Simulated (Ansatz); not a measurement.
## Worked sum: formation energy of Hf2O3 (P-4m2) from the elements

Subject: the formation energy of Hf2O3 (P-4m2) from the elements. Reaction: 2 Hf (hcp) + 3/2 O2 (gas) → Hf2O3 (P-4m2). The sign is products less reactants. The value is per atom of the solid.

Hf2O3 (P-4m2), 5 atoms in the cell; this is a cell whose start was taken from, or built on, an entry of a structure database, and that this text hasn't matched to a measured one. Conventional cell: a = 3.544 Å, b = 3.544 Å, c = 5.010 Å, α = 90.00°, β = 90.00°, γ = 90.00°.

Setting: static, neutral cells in Ansatz (PAW) whose structures rest at the r2SCAN level. Ansatz (an electronic-structure program) runs with its default PAW set. A dispersion term (D3(BJ), or D4 for r2SCAN) was computed beside these levels and is taken off wherever the name lacks it. The PAW files were made for PBE and serve at the other functionals too. Space groups of crystals are read within 0.01 Å. The runs are scalar-relativistic, without spin-orbit coupling.

Total energies of the cells in eV, at zero smearing width. They compare only within one column; the weights balance every element.

```csv
cell,atoms,weight,r2SCAN
Hf2O3 (P-4m2),5,+1,-33179.83692
Hf (hcp),2,−1,-31466.12264
O2 (gas),2,−3/2,-1131.96621
```

r2SCAN: (-33179.83692) − (-31466.12264) − 3/2 × (-1131.96621) = -15.765 eV; dividing by 5 atoms gives -3.15 eV/atom.

What follows from the r2SCAN value: A formula unit of Hf2O3 has 5 atoms, so it forms with -3.1530 × 5 = -15.765 eV, or -1521.1 kJ/mol at 96.485 kJ/mol per eV.
